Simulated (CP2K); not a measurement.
CP2K 2026.2, DFT, PBE, Gaussian and plane waves, DZVP-MOLOPT bases, GTH-PBE potentials: CsSnI3 (from the phase in space group 62, mp-568570) (Sn4I12Cs4), 20 atoms. Basis and mesh were picked for this test and aren't claimed converged.

| Quantity | Value |
|---|---|
| cell | 8.68, 12.62, 8.73 Å; 90, 90, 90° |
| task | scf |
| basis | Sn=DZVP-MOLOPT-SR-GTH-q4 I=DZVP-MOLOPT-SR-GTH-q7 Cs=DZVP-MOLOPT-SR-GTH-q9 |
| GLOBAL/RUN_TYPE | ENERGY_FORCE |
| GLOBAL/PRINT_LEVEL | LOW |
| QS/METHOD | GPW |
| QS/EPS_DEFAULT | 1e-12 |
| MGRID/CUTOFF | 400 Ry |
| SCF/SCF_GUESS | ATOMIC |
| SCF/EPS_SCF | 1e-06 |
| SCF/MAX_SCF | 150 |
| SCF/DIAGONALIZATION/ALGORITHM | STANDARD |
| SCF/MIXING/METHOD | BROYDEN_MIXING |
| SCF/MIXING/ALPHA | 0.4 |
| SCF/MIXING/NBUFFER | 8 |
| SCF/ADDED_MOS | 16 |
| SCF/SMEAR/METHOD | FERMI_DIRAC |
| SCF/SMEAR/ELECTRONIC_TEMPERATURE | [K] 300 |
| KPOINTS/SCHEME | MONKHORST-PACK 2 1 2 |
| KPOINTS/GAMMA_CENTERED | T |
| GLOBAL/PREFERRED_DIAG_LIBRARY | ELPA (default) |
| SCF/MIXING/BETA | 0.5 (default) |
| MGRID/NGRIDS | 4 (default) |
| basis functions | 264 |

```xyz
20
Lattice="8.6778 0.0000 0.0000 0.0000 12.6239 0.0000 0.0000 0.0000 8.7297" Properties=species:S:1:pos:R:3 pbc="T T T"
Sn     4.3389     0.0000     0.0000
Sn     0.0000     0.0000     4.3649
Sn     0.0000     6.3119     4.3649
Sn     4.3389     6.3119     0.0000
I      6.0954    12.5194     6.1348
I      2.5824     0.1045     2.5949
I      6.9213     0.1045     1.7700
I      1.7565    12.5194     6.9598
I      1.7565     6.4165     6.9598
I      6.9213     6.2074     1.7700
I      2.5824     6.2074     2.5949
I      6.0954     6.4165     6.1348
I      4.3424     3.1560     8.5568
I      4.3353     9.4679     0.1729
I      8.6742     9.4679     4.1919
I      0.0036     3.1560     4.5378
Cs     8.6342     9.4679     0.0821
Cs     0.0436     3.1560     8.6477
Cs     4.3825     3.1560     4.4469
Cs     4.2953     9.4679     4.2828
```

Yardstick: the run with MGRID/REL_CUTOFF = 80 Ry, which is not proven converged either. Single runs; times are not shown.

Measured:

```tsv
setting	energy against the reference	difference in forces (largest component)
MGRID/REL_CUTOFF = 50 Ry	under 0.001 meV/atom	0.017 meV/Å
MGRID/REL_CUTOFF = 40 Ry	−0.0065 meV/atom	0.20 meV/Å
MGRID/REL_CUTOFF = 20 Ry	−1.5 meV/atom	18 meV/Å
```

Task: Estimate the difference from the reference for MGRID/REL_CUTOFF = 30 Ry.

Result: energy against the reference: −0.25 meV/atom; difference in forces (largest component): 1.9 meV/Å. Total energies are compared; such shifts often cancel in part in energy differences.
